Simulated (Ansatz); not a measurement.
Si (I4/mmm, No. 139, 4 atoms in the cell; start mp-999200; another form than the element's usual one) was calculated with LDA in Ansatz (PAW).

Numerical settings: plane-wave cutoff 520 eV, 10×10×10 k mesh, Fermi–Dirac smearing 0.01 eV, scalar-relativistic PAW data made under PBE.

Cell (relaxed with PBEsol):

Space group I4/mmm (No. 139); a = b = 6.6446 Å, c = 3.8375 Å, α = β = γ = 90.00°

| atom | site | symmetry | x | y | z |
|---|---|---|---|---|---|
| Si | 8h | m.2m | 0.1787 | 0.1787 | 0.0000 |
(The calculation used a cell of 4 atoms; values per cell refer to that cell.)

Task: Predict the band gap, smallest direct gap on the k points sampled and direct gap at Γ.

Result: 
- band gap: 0.15 eV (indirect)
- smallest direct gap on the k points sampled: 0.30 eV
- direct gap at Γ: 1.95 eV

Note: cell and atoms aren't relaxed at this level (pressure -1.5 GPa).

The computed numbers hold no vibrational or temperature effects.

Cost on a shared machine: roughly 14 core-seconds.

A start named mp-… is a Materials Project structure, which need not be a measured phase.

Ansatz is a first-principles code.
